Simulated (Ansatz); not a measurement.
The parent structure is GaSb in the zinc blende structure (space group F-43m, No. 216; a = 6.214 Å).

Structures relaxed with PBE (Ansatz, a program for electronic structure), without spin-orbit coupling.

Base:

Simulated powder pattern, Cu Kα1, λ = 1.54056 Å (kinematic, ideal powder, no thermal factors, no anomalous dispersion; the 8 strongest lines at most, above 2 %, up to 2θ = 90°):

| 2θ (°) | I/Imax (%) | hkl |
|---|---|---|
| 24.80 | 100 | (111) |
| 41.05 | 74 | (220) |
| 48.56 | 48 | (311) |
| 59.45 | 12 | (400) |
| 65.42 | 19 | (331) |
| 74.79 | 24 | (422) |
| 80.21 | 14 | (511) |
| 89.06 | 7.8 | (440) |

One thing is altered: an isotropic linear strain of +1.16 %, atoms relaxed at fixed cell.

How do the reflections move or split?


Simulated powder pattern, Cu Kα1, λ = 1.54056 Å (kinematic, ideal powder, no thermal factors, no anomalous dispersion; the 8 strongest lines at most, above 2 %, up to 2θ = 90°):

| 2θ (°) | I/Imax (%) | hkl |
|---|---|---|
| 24.51 | 100 | (111) |
| 40.56 | 74 | (220) |
| 47.96 | 48 | (311) |
| 58.71 | 12 | (400) |
| 64.58 | 19 | (331) |
| 73.79 | 24 | (422) |
| 79.10 | 14 | (511) |
| 87.77 | 7.8 | (440) |

The indices refer to the base's conventional cell; one index is shown for lines that coincide.

Whether these cells are dynamically stable was not tested. The final runs are not spin-polarised.
